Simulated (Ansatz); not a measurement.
System: interstitial Li in silicon with all lengths changed by +1 % (charge state +1). Level of theory: PBE, PAW (plane waves to 420 eV; Ansatz, a quantum-chemistry and plane-wave program).

Settings: 64 host sites, the strained lattice (strain from the relaxed PBE one, atoms relaxed), a 2×2×2 k-point mesh shifted by half a step, smearing 0.01 eV, spin-restricted, no image-charge correction. Static, classical nuclei. The charge state is imposed; whether it is stable for some Fermi level was not computed. Sites that were not tried may lie lower.

The step: Li moves alone to another site; the atom moves 2.39 Å along (0.25, -0.25, -0.25) of the unit cell; the moving atom starts with neighbours 4 Si at 2.47, 6 Si at 2.78 Å and ends with 4 Si at 2.47, 6 Si at 2.78 Å. On the band's own sampling the forward barrier is 0.55 eV. Harmonic modes of the moving Li atom alone, all others held, come from finite differences of 0.015 Å. The saddle point's order was not checked, and it lies on a symmetry element of the cell, where a band can be held.

Task: Which three frequencies does the atom have at the start and at the saddle point?

Result: start 11.0, 11.0, 11.1 THz; saddle point 7.2i, 17.0 and 17.0 THz.

Task: What attempt frequency and zero-point change of the barrier follow from these modes alone, and what classical rate at 500 K?

Result: ν = (11.0 × 11.0 × 11.1) / (17.0 × 17.0) ≈ 4.7 THz. The zero-point energy changes the barrier by h/2 × (34.0 − 33.1) THz = 0.002 eV. The classical rate is ν exp(−0.55/0.0431) ≈ 1e7 s⁻¹. One atom's modes give a rough prefactor, not that of the whole cell.
